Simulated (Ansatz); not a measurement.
## polar orthorhombic HfO2 (1 0 0) on 3C silicon carbide (0 0 1) (film strained to the substrate, started from cuts of the bulks and a machine-learned relaxation; metallic at this level, with no gap by band count; slabs C30Si25 and Hf24O48, which can lie off the formulas)

A periodic stack without vacuum, polar orthorhombic HfO2 (1 0 0) on 3C silicon carbide (0 0 1) (film strained to the substrate, started from cuts of the bulks and a machine-learned relaxation; metallic at this level, with no gap by band count; slabs C30Si25 and Hf24O48, which can lie off the formulas): substrate slab C30Si25, film Hf24O48, surface cells [[-3, -1], [-1, -2]] and [[-1, 1], [-1, -1]], film strained by -4.0 and -3.4 %, outermost planes C/C and Hf/Hf as cut, which need not be the usual terminations and can put a slab off its formula.

The start was prepared with a machine-learned potential, and the result is one local minimum, with the in-plane cell held and forces under 0.04 eV/Å; the film can end far from its bulk form.

All values below come from PBE (plane waves to 420 eV, PAW; Ansatz, an electronic-structure program). Scalar-relativistic, without spin–orbit coupling; PBE gaps are too small against experiment. Its k-point mesh 4×4×1, Fermi–Dirac width 0.05 eV.

- interface area: 48.0 Å²
- period: 30.88 Å
- heights between the nearest atoms of the two slabs at the two interfaces: 0.35 and 2.19 Å
- C–Hf contacts across the interfaces within 1.22 times the sum of covalent radii: 6, mean 2.55 Å
- Hf–Si contacts across the interfaces within 1.22 times the sum of covalent radii: 2, mean 3.31 Å
- C–O contacts across the interfaces within 1.22 times the sum of covalent radii: 1, mean 1.38 Å
- O–Si contacts across the interfaces within 1.22 times the sum of covalent radii: 1, mean 1.78 Å
- spin-polarised check at this geometry: keeps a moment, energy -0.28 eV
- slope of the mean potential energy in the substrate: -2.5 MV/cm × e

```yaml
crystal:
  lattice:
    - [6.92523, -0.00024, 0.05538]
    - [-0.00014, 6.92519, 0.07612]
    - [0.59333, -1.85369, 30.86311]
  atoms:
    - { symbol: C, position: [0.71518, 0.40666, 0.09950] }
    - { symbol: C, position: [0.31566, 0.62838, 0.10590] }
    - { symbol: C, position: [0.51410, 0.01915, 0.09924] }
    - { symbol: C, position: [0.11186, 0.21567, 0.11042] }
    - { symbol: C, position: [0.91165, 0.80039, 0.10541] }
    - { symbol: C, position: [0.62519, 0.69515, 0.03299] }
    - { symbol: C, position: [0.11162, 0.95292, 0.04198] }
    - { symbol: C, position: [0.31054, 0.36007, 0.04200] }
    - { symbol: C, position: [0.13099, 0.44836, 0.04207] }
    - { symbol: C, position: [0.93103, 0.04289, 0.04090] }
    - { symbol: C, position: [0.69680, 0.44508, 0.24532] }
    - { symbol: C, position: [0.29894, 0.64722, 0.24572] }
    - { symbol: C, position: [0.49547, 0.04357, 0.24691] }
    - { symbol: C, position: [0.09803, 0.23948, 0.24641] }
    - { symbol: C, position: [0.89341, 0.85042, 0.24637] }
    - { symbol: C, position: [0.60642, 0.72983, 0.17443] }
    - { symbol: C, position: [0.20750, 0.92971, 0.17586] }
    - { symbol: C, position: [0.40909, 0.33098, 0.17481] }
    - { symbol: C, position: [0.00332, 0.52977, 0.17628] }
    - { symbol: C, position: [0.79941, 0.12799, 0.17481] }
    - { symbol: C, position: [0.73025, 0.56001, 0.38177] }
    - { symbol: C, position: [0.23293, 0.55740, 0.37873] }
    - { symbol: C, position: [0.45682, 0.07812, 0.38858] }
    - { symbol: C, position: [0.13086, 0.37980, 0.38056] }
    - { symbol: C, position: [0.84168, 0.72228, 0.38677] }
    - { symbol: C, position: [0.58045, 0.76496, 0.31847] }
    - { symbol: C, position: [0.17540, 0.95859, 0.32189] }
    - { symbol: C, position: [0.39985, 0.35775, 0.31534] }
    - { symbol: C, position: [0.99020, 0.55761, 0.31020] }
    - { symbol: C, position: [0.79075, 0.16432, 0.32045] }
    - { symbol: Si, position: [0.80768, 0.61339, 0.13918] }
    - { symbol: Si, position: [0.41267, 0.83025, 0.13919] }
    - { symbol: Si, position: [0.60954, 0.22136, 0.13708] }
    - { symbol: Si, position: [0.21081, 0.42928, 0.14133] }
    - { symbol: Si, position: [0.00674, 0.01506, 0.14123] }
    - { symbol: Si, position: [0.93731, 0.29470, 0.06847] }
    - { symbol: Si, position: [0.51015, 0.52022, 0.06659] }
    - { symbol: Si, position: [0.72673, 0.89140, 0.06539] }
    - { symbol: Si, position: [0.29886, 0.11915, 0.06904] }
    - { symbol: Si, position: [0.11867, 0.70574, 0.06737] }
    - { symbol: Si, position: [0.78674, 0.65547, 0.28037] }
    - { symbol: Si, position: [0.38560, 0.85439, 0.28309] }
    - { symbol: Si, position: [0.59807, 0.25276, 0.28109] }
    - { symbol: Si, position: [0.20042, 0.45009, 0.27955] }
    - { symbol: Si, position: [0.98964, 0.05153, 0.28362] }
    - { symbol: Si, position: [0.90115, 0.33470, 0.21062] }
    - { symbol: Si, position: [0.50246, 0.53889, 0.20998] }
    - { symbol: Si, position: [0.69838, 0.93703, 0.21050] }
    - { symbol: Si, position: [0.30243, 0.13723, 0.21062] }
    - { symbol: Si, position: [0.09992, 0.73903, 0.21116] }
    - { symbol: Si, position: [0.89358, 0.38587, 0.35060] }
    - { symbol: Si, position: [0.48927, 0.56268, 0.35499] }
    - { symbol: Si, position: [0.64974, 0.98678, 0.35432] }
    - { symbol: Si, position: [0.28683, 0.17824, 0.35478] }
    - { symbol: Si, position: [0.07794, 0.73876, 0.35196] }
    - { symbol: Hf, position: [0.40638, 0.77857, 0.54011] }
    - { symbol: Hf, position: [0.87679, 0.27436, 0.54236] }
    - { symbol: Hf, position: [0.62839, 0.53977, 0.61833] }
    - { symbol: Hf, position: [0.12784, 0.03466, 0.61677] }
    - { symbol: Hf, position: [0.87626, 0.73626, 0.53023] }
    - { symbol: Hf, position: [0.36167, 0.25176, 0.53238] }
    - { symbol: Hf, position: [0.54791, 0.03582, 0.45707] }
    - { symbol: Hf, position: [0.13221, 0.44430, 0.46111] }
    - { symbol: O, position: [0.22605, 0.74686, 0.59732] }
    - { symbol: O, position: [0.72229, 0.25076, 0.60143] }
    - { symbol: O, position: [0.48974, 0.49610, 0.55398] }
    - { symbol: O, position: [0.97588, 0.98823, 0.55510] }
    - { symbol: O, position: [0.77141, 0.90302, 0.39989] }
    - { symbol: O, position: [0.40107, 0.32436, 0.46382] }
    - { symbol: O, position: [0.65069, 0.17308, 0.51054] }
    - { symbol: O, position: [0.17515, 0.65354, 0.50573] }
    - { symbol: O, position: [0.65273, 0.80187, 0.49291] }
    - { symbol: O, position: [0.10164, 0.22895, 0.49957] }
    - { symbol: O, position: [0.33142, 0.96886, 0.49250] }
    - { symbol: O, position: [0.86568, 0.48249, 0.48903] }
    - { symbol: O, position: [0.40217, 0.04535, 0.57677] }
    - { symbol: O, position: [0.89791, 0.54439, 0.57725] }
    - { symbol: O, position: [0.64849, 0.79359, 0.58234] }
    - { symbol: O, position: [0.14256, 0.29369, 0.58340] }
    - { symbol: Hf, position: [0.36668, 0.80877, 0.71841] }
    - { symbol: Hf, position: [0.86693, 0.30773, 0.71832] }
    - { symbol: Hf, position: [0.60893, 0.57472, 0.79339] }
    - { symbol: Hf, position: [0.11017, 0.07551, 0.79371] }
    - { symbol: Hf, position: [0.84768, 0.78635, 0.70608] }
    - { symbol: Hf, position: [0.34659, 0.28551, 0.70567] }
    - { symbol: Hf, position: [0.60817, 0.02052, 0.63059] }
    - { symbol: Hf, position: [0.10880, 0.52343, 0.63056] }
    - { symbol: O, position: [0.20649, 0.78484, 0.77651] }
    - { symbol: O, position: [0.70569, 0.28431, 0.77665] }
    - { symbol: O, position: [0.46217, 0.52665, 0.73261] }
    - { symbol: O, position: [0.96407, 0.02677, 0.73270] }
    - { symbol: O, position: [0.89163, 0.92512, 0.64475] }
    - { symbol: O, position: [0.39006, 0.42875, 0.64458] }
    - { symbol: O, position: [0.63524, 0.18580, 0.68887] }
    - { symbol: O, position: [0.13661, 0.68809, 0.68843] }
    - { symbol: O, position: [0.58773, 0.76654, 0.66999] }
    - { symbol: O, position: [0.08777, 0.26690, 0.66981] }
    - { symbol: O, position: [0.33671, 0.01346, 0.66368] }
    - { symbol: O, position: [0.83781, 0.51515, 0.66434] }
    - { symbol: O, position: [0.37593, 0.08115, 0.75216] }
    - { symbol: O, position: [0.87652, 0.58066, 0.75205] }
    - { symbol: O, position: [0.62548, 0.83291, 0.75773] }
    - { symbol: O, position: [0.12583, 0.33255, 0.75778] }
    - { symbol: Hf, position: [0.35037, 0.83907, 0.89828] }
    - { symbol: Hf, position: [0.85272, 0.33990, 0.89615] }
    - { symbol: Hf, position: [0.62605, 0.60516, 0.96199] }
    - { symbol: Hf, position: [0.10212, 0.10708, 0.96199] }
    - { symbol: Hf, position: [0.82425, 0.81965, 0.87925] }
    - { symbol: Hf, position: [0.32650, 0.32004, 0.88089] }
    - { symbol: Hf, position: [0.58655, 0.05806, 0.80676] }
    - { symbol: Hf, position: [0.08983, 0.55816, 0.80675] }
    - { symbol: O, position: [0.19013, 0.83797, 0.95861] }
    - { symbol: O, position: [0.71537, 0.33498, 0.95940] }
    - { symbol: O, position: [0.43543, 0.55457, 0.91411] }
    - { symbol: O, position: [0.94015, 0.05408, 0.91153] }
    - { symbol: O, position: [0.87015, 0.96238, 0.82047] }
    - { symbol: O, position: [0.37199, 0.46002, 0.82105] }
    - { symbol: O, position: [0.62013, 0.22095, 0.86589] }
    - { symbol: O, position: [0.12229, 0.72393, 0.86485] }
    - { symbol: O, position: [0.56121, 0.79699, 0.84525] }
    - { symbol: O, position: [0.06432, 0.29847, 0.84538] }
    - { symbol: O, position: [0.31927, 0.05210, 0.84011] }
    - { symbol: O, position: [0.81989, 0.55110, 0.83938] }
    - { symbol: O, position: [0.35287, 0.11653, 0.92701] }
    - { symbol: O, position: [0.86292, 0.61712, 0.92415] }
    - { symbol: O, position: [0.61555, 0.86408, 0.93059] }
    - { symbol: O, position: [0.11259, 0.36345, 0.93099] }
```
